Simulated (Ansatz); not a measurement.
## Re: energy against volume

Re (hcp, P6_3/mmc, 14.553 Å³/atom and stress up to 0.01 GPa in the relaxed cell, c along z) under hydrostatic pressure, with the cell free. PBEsol in Ansatz, a plane-wave DFT program (PAW, default set), 420 eV, 19×19×11 Γ-centred mesh, Fermi-Dirac smearing 0.05 eV; ions are relaxed, or left where forces stay under 0.02 eV/Å, within the symmetry of each cell.

Here V stands for volume and E for E less E0.

```
volume (Å³/atom)  E less E0 (meV/atom)  pressure (GPa)
----------------  --------------------  --------------
14.6287                           0.50           -2.01
14.5907                           0.13           -1.01
14.5530                           0.00            0.00
14.5198                           0.08            0.89
14.4757                           0.48            2.10
14.3903                           2.21            4.50
14.2369                           8.61            9.00
14.0452                          22.88           15.01
13.6183                              ?               ?
```

Fit E of the 8 rows that show it with the third-order Birch-Murnaghan form, a cubic in V^(-2/3). With u = V^(-2/3) - 0.1687, the rows have u = -0.0015154, -0.0012253, -0.0009362, -0.0006805, -0.0003395, 0.0003260, 0.0015379, 0.0030835. Least squares gives E = 1.205 + 2620.0·u + 1424683·u² + 1727204·u³. Residuals (row less fit): 0.000, 0.000, 0.001, -0.001, 0.000, -0.001, 0.000, 0.000; standard error 0.001 (degrees of freedom: 4). Its minimum lies at u = -0.0009210, so V0 = (0.1677790)^(-3/2) = 14.55. There d²E/du² = 2840000 and d³E/du³ = 1.036e7, so B0 = (4/9) × 14.55^(-7/3) × 2840000 × 0.160218 = 391 GPa (the last factor turns the table's units into GPa), and B0' = 4 + (2/3) × 0.1677790 × (1.036e7)/2840000 = 4.4. B0' rests on the cubic coefficient alone and has a standard error of 0.1 from these residuals.

### Question
Predict the withheld E at V = 13.6183 from the fit, and compare with the calculation.

### Answer
u = 0.0066550, so E = 1.205 + 2620.0 × 0.0066550 + 1424683 × 0.0066550² + 1727204 × 0.0066550³ = 82.248 meV/atom. The calculation gives 82.24 meV/atom, 0.008 meV/atom below the prediction (0.0 % of the range of E in the table). The row lies outside the fitted rows, so this is an extrapolation. The scatter of the fitted rows lies at the last printed digit.

In a metal these values are sensitive to mesh and smearing; energies are taken to zero smearing, stresses follow the free energy. Spin-orbit coupling is left out, which can shift these values for the heavy elements here. Other structures, which can take over under pressure, weren't tried. The same form fitted to the pressure column gives B0' = 4.4; series where the two differ by over 0.4 aren't shown. Rows are the converged runs of the series near zero and its far end, less any whose ions stayed unrelaxed beside relaxed ones; series whose fitted rows scatter by over a few per cent of the range, as at a crossing or softening among them, aren't shown in this form.
